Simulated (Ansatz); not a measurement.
**Sr3Zr2O7, pressure series**

The parent structure is Sr₃Zr₂O₇ (space group I4/mmm, No. 139; a = 4.1221 Å, c = 20.8103 Å; a cell from a computed database, its experimental status unchecked).

Cell and atoms are relaxed at each pressure.

Method: plane-wave PAW DFT at the PBEsol level (Ansatz, a first-principles code, 420 eV), spin-orbit coupling left out.

```json
[
 {"P (GPa)": "-2.00", "V (Å³/atom)": "14.953"},
 {"P (GPa)": "-1.00", "V (Å³/atom)": "14.841"},
 {"P (GPa)": "0.29", "V (Å³/atom)": "14.703"},
 {"P (GPa)": "0.69", "V (Å³/atom)": "14.662"},
 {"P (GPa)": "1.50", "V (Å³/atom)": "14.579"},
 {"P (GPa)": "3.00", "V (Å³/atom)": "14.432"},
 {"P (GPa)": "5.00", "V (Å³/atom)": "14.248"},
 {"P (GPa)": "7.50", "V (Å³/atom)": "14.034"},
 {"P (GPa)": "10.00", "V (Å³/atom)": "13.835"}
]
```

A third-order Birch–Murnaghan fit to these points gives V₀ = 14.73 Å³/atom, B₀ = 139 GPa and B₀′ = 4.2. At pressure 10 GPa the volume is 93.9 % of V₀.

Between the base and pressure 10 GPa the gap moves from 3.18 eV to 3.25 eV, a mean slope of 6.7 meV/GPa.

Load acts through the strain it causes; cell and atoms are relaxed under it. Stability against distortions was not tested. Competing high-pressure phases were not computed.
